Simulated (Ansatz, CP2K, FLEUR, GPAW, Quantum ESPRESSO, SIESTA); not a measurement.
LiCd3 (P6_3/mmc, 8 atoms in the cell) computed with different codes at matched settings

Self-consistent single point, at a second geometry (lattice scaled by 0.98). First geometry:

```yaml
crystal:
  lattice:
    - [6.11013, 0.00000, 0.00000]
    - [-3.05506, 5.29153, 0.00000]
    - [0.00000, 0.00000, 4.84924]
  atoms:
    - { symbol: Li, position: [0.66667, 0.33333, 0.25000] }
    - { symbol: Li, position: [0.33333, 0.66667, 0.75000] }
    - { symbol: Cd, position: [0.83012, 0.16988, 0.75000] }
    - { symbol: Cd, position: [0.16988, 0.83012, 0.25000] }
    - { symbol: Cd, position: [0.66024, 0.83012, 0.25000] }
    - { symbol: Cd, position: [0.33976, 0.16988, 0.75000] }
    - { symbol: Cd, position: [0.83012, 0.66024, 0.75000] }
    - { symbol: Cd, position: [0.16988, 0.33976, 0.25000] }
```

Shared settings, as Ansatz (a program for electronic structure) writes them: kpoints.mp_grid.grid = 4 4 5; scf.occupations.method = fermi_dirac; scf.occupations.width = 0.01 Ry. Potentials and cutoffs stand in the table.

```tsv
code	model	ΔF from the first geometry (meV/atom)	pressure (GPa)	largest force (eV/Å)	cutoff
FLEUR	PBEsol, all-electron FLAPW (FLEUR), scalar-relativistic valence	0.4	–	0.014	Kmax 4.2 1/bohr
CP2K	PBEsol, GPW, DZVP-MOLOPT-SR-GTH basis, GTH-PBE potentials (GTH_POTENTIALS)	9.8	3.28	0.045	grid 500 Ry
Quantum ESPRESSO	PBEsol, GBRV 1.5 ultrasoft (PBESOL) pseudopotentials	1.3	1.48	0.021	40 Ry
Ansatz	PBEsol, PAW files made with PBE	-0.1	1.66	0.015	30.9 Ry
SIESTA	GGA PBEsol, numerical atomic orbitals DZP, PseudoDojo PBEsol standard norm-conserving potentials (rewritten from UPF to PSML)	-35.3	-2.77	0.115	grid 300 Ry
GPAW	PBEsol, GPAW PAW datasets PBEsol (made by gpaw-setup)	-2.9	1.08	0.002	550 eV
```

A dash marks a value that a program does not give, or that is left out as unsure.

The spread over the programs that give each value: ΔF from the first geometry within 45.1 meV/atom; pressure within 6.05 GPa; largest force within 0.113 eV/Å.

CP2K and SIESTA use small atom-centred bases, whose incompleteness enters pressures, forces and empty levels differently from a plane-wave cutoff. FLEUR treats all electrons, but the usual bases taken here (sphere radii, linearisation, local orbitals, empty states) were not tested for convergence, so the values are no reference for the others. Ansatz's pressure is given at a fixed set of plane waves, as the other plane-wave codes print theirs. In the pressure, CP2K (by 1.80) and SIESTA (by 4.25) lie more than 1 GPa from the median of the plane-wave programs. In the force vectors, SIESTA (by 0.131) lies more than 0.08 eV/Å from the median of the plane-wave programs.

The starting cell comes from a database of computed structures (which also holds hypothetical and non-ambient phases and stackings), without a prior relaxation at this level. For this run, on top of that: lattice scaled by 0.98.

Keys are those of Ansatz 0.2.
